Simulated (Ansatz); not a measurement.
AlZnInO₄ (model structure, started from the InGaZnO4 type, R3m, No. 160, 7 atoms in the cell) was calculated with r²SCAN0 in Ansatz (plane waves, PAW).

Numerical settings: plane-wave cutoff 520 eV, 8×8×8 k mesh, Fermi–Dirac smearing 0.01 eV, scalar-relativistic PAW data made under PBE.

Cell (relaxed with PBEsol):

```
AlInZnO4
1.0
    1.62801     0.93993     8.53880
   -1.62801     0.93993     8.53880
    0.00000    -1.87987     8.53880
In Al Zn O
1 1 1 4
Direct
  0.99572   0.99572   0.99572
  0.21280   0.21280   0.21280
  0.78162   0.78162   0.78162
  0.13915   0.13915   0.13915
  0.87950   0.87950   0.87950
  0.28617   0.28617   0.28617
  0.70505   0.70505   0.70505
```

What does this level give for the band gap and smallest direct gap on the k points sampled?


- band gap: 4.70 eV (on the SCF k mesh)
- smallest direct gap on the k points sampled: 4.71 eV

Note: the relaxation could raise the start's symmetry but not lower it, so the cell can be a saddle point; cell and atoms aren't relaxed at this level (largest force component 0.29 eV/Å, pressure -4.4 GPa).

Spin–orbit coupling is not included.

Static lattice: no zero-point or thermal effects.

A model structure was made by putting elements into a prototype or built by hand; it is no filed structure, need not be a known phase, and can be a saddle point held by its symmetry.

Ansatz is a quantum-chemistry and plane-wave program.
